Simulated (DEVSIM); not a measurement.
System: Al/SiON/p-InP capacitor, at 300 K.

```tsv
layer (left to right)	material	thickness (nm)	Na (cm⁻³)
1	SiON	3.10	-
2	InP	11000	1.5e14
```

Metal gate on the left, work function 4.1 eV. Fixed charge at the semiconductor interface 4.9e11 cm⁻² (in units of +e); no interface traps.

Constants are typed, rounded textbook-type inputs, not results; the design itself was drawn at random and stands for no fabricated device. Values at 300 K.

```
parameter      SiON     InP
-------------  ----  ------
gap (eV)          7   1.344
affinity (eV)   1.4    4.38
permittivity    5.5    12.5
Nc (cm⁻³)         -  5.7e17
Nv (cm⁻³)         -  1.1e19
```

DEVSIM, 1D Poisson equation in equilibrium, Boltzmann statistics, complete ionisation; no quantum confinement or tunnelling. Metal contacts follow the ideal Schottky-Mott rule: no Fermi-level pinning, no interface dipoles.

Problem. Tabulate band edges, carrier densities and field at -0.9 V on the gate.

Solution. Energies count from the Fermi level of the right contact; mesh points crowd at the junctions.

```csv
x (μm),Ec (eV),Ev (eV),n (cm⁻³),p (cm⁻³),field (V/cm)
0.000,3.600,-3.400,< 1e2,< 1e2,-150000
0.001099,3.583,-3.417,< 1e2,< 1e2,-150000
0.002285,3.566,-3.434,< 1e2,< 1e2,-150000
0.003362,0.573,-0.771,1.3e8,1200000,4400
0.006291,0.575,-0.769,1.3e8,1300000,4400
0.01209,0.577,-0.767,1.1e8,1500000,4400
0.02484,0.583,-0.761,9.2e7,1800000,4400
0.07203,0.603,-0.741,4.2e7,4000000,4300
0.1655,0.643,-0.701,9100000,1.8e7,4100
0.3836,0.727,-0.617,350000,4.7e8,3600
0.8629,0.875,-0.469,1100,1.5e11,2600
2.637,1.051,-0.293,< 1e2,1.3e14,88
6.035,1.054,-0.290,< 1e2,1.5e14,≈ 0
8.875,1.054,-0.290,< 1e2,1.5e14,≈ 0
10.31,1.054,-0.290,< 1e2,1.5e14,≈ 0
10.70,1.054,-0.290,< 1e2,1.5e14,≈ 0
10.87,1.054,-0.290,< 1e2,1.5e14,≈ 0
10.95,1.054,-0.290,< 1e2,1.5e14,≈ 0
10.99,1.054,-0.290,< 1e2,1.5e14,≈ 0
11.00,1.054,-0.290,< 1e2,1.5e14,≈ 0
11.00,1.054,-0.290,< 1e2,1.5e14,≈ 0
11.00,1.054,-0.290,< 1e2,1.5e14,≈ 0
```
